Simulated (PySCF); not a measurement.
PySCF 2.14.0, B3LYP/def2-svp, df: Si(Br)(Vi)3 (C=C[Si](Br)(C=C)C=C), 17 atoms. The geometry is a generated start, not checked to be a minimum at this level.

```yaml
task: energy
method: b3lyp
basis: def2-svp
two_electron_scheme: density fitting
mol.max_memory: 3000 MB
mf.max_cycle: 100
mf.DIIS: CDIIS (default)
mf.conv_tol: 1e-09 (default)
mf.grids.level: 3 (default)
basis_functions: 179
grid_points: 212584
```

```xyz
17

C     -1.6684    -2.1187    -0.8505
C     -0.5084    -1.7230    -0.3512
Si     0.0155     0.0835    -0.2264
Br     0.0974     0.9031    -2.3333
C     -1.2517     1.1148     0.7142
C     -1.1756     2.4290     0.8537
C      1.7443     0.2555     0.5034
C      2.8274    -0.2820    -0.0349
H     -1.9433    -3.1616    -0.9041
H     -2.3948    -1.4203    -1.2330
H      0.1875    -2.4682     0.0125
H     -2.0831     0.5869     1.1637
H     -0.3739     3.0024     0.4160
H     -1.9122     2.9960     1.4019
H      1.8427     0.8270     1.4173
H      3.8084    -0.1732     0.4017
H      2.7880    -0.8511    -0.9509
```

With the defaults (mf.init_guess = minao, mf.diis = true, mf.damp = 0, mf.diis_start_cycle = 1, mf.diis_space = 8, mf.level_shift = 0) it converges in 11 Fock builds. One run each on 2 threads, 1 BLAS thread, with these changes:
- mf.diis_space = 3
- mf.diis = false, mf.damp = 0.7, mf.diis_start_cycle = 999
- mf.diis_space = 5
- mf.diis_space = 20
- mf.diis = false
- mf.init_guess = 1e
- mf.level_shift = 0.3 Hartree
- mf.damp = 0.3, mf.diis_start_cycle = 4
- mf.level_shift = 0.1 Hartree

**Question.** Which of these changes keep the SCF from converging, or lead it to another solution?

**Answer.** No convergence: mf.init_guess = 1e; mf.diis = false (the run ends without SCF convergence in 100 cycles). The rest reach the solution of the defaults.

```csv
setting,Fock builds,end
the defaults,11,same solution
mf.diis_space = 20,11,same solution
"mf.damp = 0.3, mf.diis_start_cycle = 4",12,same solution
mf.diis_space = 5,12,same solution
mf.level_shift = 0.1 Hartree,12,same solution
mf.diis_space = 3,14,same solution
mf.level_shift = 0.3 Hartree,15,same solution
"mf.diis = false, mf.damp = 0.7, mf.diis_start_cycle = 999",28,same solution
mf.init_guess = 1e,101,no convergence
mf.diis = false,101,no convergence
```
